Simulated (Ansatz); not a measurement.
## Migration barriers: W vacancy in hexagonal WC, neutral cell

System: W vacancy in hexagonal WC (neutral cell). Calculation: PBE, PAW (plane waves to 420 eV; Ansatz, an electronic-structure program).

Settings: 54 host sites, the relaxed PBE lattice, a 3×3×3 k-point mesh shifted by half a step along c, smearing 0.10 eV, spin-restricted, no image-charge correction. Static, classical nuclei. Spin-orbit coupling is left out. Forms of the defect that were not tried may lie lower.

Barriers: single points on a 4×4×4 k-point mesh shifted by half a step along c at the bands' geometries.

| Route | Start site over the lowest site run (eV) | Hop (Å) | Forward barrier (eV) | Backward barrier (eV) | Neighbours at the start | Neighbours at the saddle | Saddle order | Forward, on the band's own sampling (eV) |
|---|---|---|---|---|---|---|---|---|
| a nearby W atom hops onto the vacant site | 0.00 | 2.69 | 3.44 | 3.44 | 3 C at 2.20, 3 C at 2.25 Å | 3 C at 1.97 Å | not checked, on a symmetry element | 3.44 |
| a nearby W atom hops onto the vacant site | 0.00 | 2.86 | 3.87 | 3.87 | 2 C at 2.18, 2 C at 2.21, 2 C at 2.22 Å | 2 C at 1.97, 4 C at 2.47; W at 2.50 Å | not checked, on a symmetry element | 3.86 |

Paths come from climbing-image nudged elastic band runs. Of the routes that converged and passed our checks, the lowest saddle point lies 3.44 eV above the lowest of the sites run (a nearby W atom hops onto the vacant site); other sites, such as split forms, and other routes may lie lower. A band can be held on a symmetry element, so unchecked saddle points there may be too high.
